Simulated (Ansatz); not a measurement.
A computed series for SiC: pressure series

Take SiC in the wurtzite structure (space group P6_3mc, No. 186; a = 3.092 Å, c = 5.074 Å) as the base.

Cell and atoms are relaxed at each pressure.

Calculations: Ansatz (a first-principles code) PBE, scalar-relativistic without spin-orbit coupling.

```json
[
 {"pressure (GPa)": "-2", "volume per atom (Å³/atom)": "10.604"},
 {"pressure (GPa)": "-1", "volume per atom (Å³/atom)": "10.552"},
 {"pressure (GPa)": "0", "volume per atom (Å³/atom)": "10.503"},
 {"pressure (GPa)": "2.1", "volume per atom (Å³/atom)": "10.403"},
 {"pressure (GPa)": "4.5", "volume per atom (Å³/atom)": "10.292"},
 {"pressure (GPa)": "9", "volume per atom (Å³/atom)": "10.100"},
 {"pressure (GPa)": "15", "volume per atom (Å³/atom)": "?"},
 {"pressure (GPa)": "22.5", "volume per atom (Å³/atom)": "9.611"},
 {"pressure (GPa)": "30", "volume per atom (Å³/atom)": "9.382"}
]
```

### Question
Fit the third-order Birch–Murnaghan form P(V) = (3B₀/2)[(V₀/V)^(7/3) − (V₀/V)^(5/3)]·[1 + (3/4)(B₀′ − 4)((V₀/V)^(2/3) − 1)] (squares taken in P) to the rows shown and predict the withheld row.

### Answer
Least squares on the printed values gives V₀ = 10.503 Å³/atom, B₀ = 213 GPa, B₀′ = 3.9; this predicts 9.869 Å³/atom, and the run gives 9.869 Å³/atom, in agreement.

Load acts through the strain it causes; cell and atoms are relaxed under it. No phonon test of stability was made. No other phases were tried under pressure.
